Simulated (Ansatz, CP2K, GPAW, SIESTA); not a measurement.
Code comparison for PNO (I2_12_12_1, 6 atoms in the cell)

Band-structure calculation.

```xyz
6
Lattice="-2.2238 2.3886 3.5022 2.2238 -2.3886 3.5022 2.2238 2.3886 -3.5022" Properties=species:S:1:pos:R:3 pbc="T T T"
P      2.2238     1.1943     2.5274
P      0.0000     1.1943     4.4770
N      0.6317     0.0000     5.2533
N      1.5921     0.0000     1.7511
O      1.1119     1.7813     3.5022
O      1.1119     2.9958     0.0000
```

Shared settings, as Ansatz (an electronic-structure program) writes them: kpoints.mp_grid.grid = 5 5 5; scf.occupations.method = fixed. Potentials and cutoffs stand in the table.

```
code                                                                                                                       model  gap along the path (eV)  smallest direct gap (eV)       cutoff
------  ------------------------------------------------------------------------------------------------------------------------  -----------------------  ------------------------  -----------
SIESTA  LDA PW92, numerical atomic orbitals DZP, PseudoDojo LDA standard norm-conserving potentials (rewritten from UPF to PSML)                     4.95                      5.35  grid 350 Ry
GPAW                                                               LDA (Perdew-Wang 92), GPAW PAW datasets LDA (gpaw-data 1.0.1)                     5.08                      5.51       950 eV
Ansatz                                                                                       LDA (PW92), PAW files made with PBE                     5.10                      5.53      default
CP2K                                        LDA (Pade form), GPW, DZVP-MOLOPT-SR-GTH basis, GTH-PADE potentials (GTH_POTENTIALS)                     5.16                      5.59  grid 450 Ry
```

The spread over the programs that give each value: gap along the path within 0.21 eV; smallest direct gap within 0.24 eV.

SIESTA and CP2K use small atom-centred bases, whose incompleteness enters pressures, forces and empty levels differently from a plane-wave cutoff.

The starting cell comes from a database of computed structures (which also holds hypothetical and non-ambient phases and stackings), without a prior relaxation at this level.

Left out of this page: Quantum ESPRESSO (not drawn, or without a comparable value).

Keys are those of Ansatz 0.2.
